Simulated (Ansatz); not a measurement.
The reference is Mg$_{2}$Ge in the anti-fluorite structure (space group Fm-3m, No. 225; a = 6.4212 Å).

Calculations: PBE in Ansatz (plane waves to 420 eV, PAW, without spin-orbit coupling).

Base values:

The electron mass comes out as 0.55 mₑ along k, 0.19 mₑ across (at X) and the valley order is X along ⟨100⟩ 0.17 eV; L along ⟨111⟩ 0.94 eV; Γ 0.95 eV.

The change: the cell is scaled by 1.0044 in all directions, atoms relaxed at fixed cell.

Estimate the effect on the electron mass and valley order.

The electron mass remains 0.55 mₑ along k, 0.19 mₑ across (at X); the valley order (the lowest conduction-band minima on the path, energy above the VBM, named in the base's zone) goes from X along ⟨100⟩ 0.17 eV; L along ⟨111⟩ 0.94 eV; Γ 0.95 eV to X along ⟨100⟩ 0.18 eV; Γ 0.88 eV; L along ⟨111⟩ 0.88 eV.

The levels and masses belong to the bands next to the band gap. The cells carry an imposed strain or load. Masses are band curvatures over ±0.01 Å⁻¹ around the edge. Along k means along the line from Γ to the band edge. Stability against distortions was not tested.

Ansatz is a program for electronic structure.
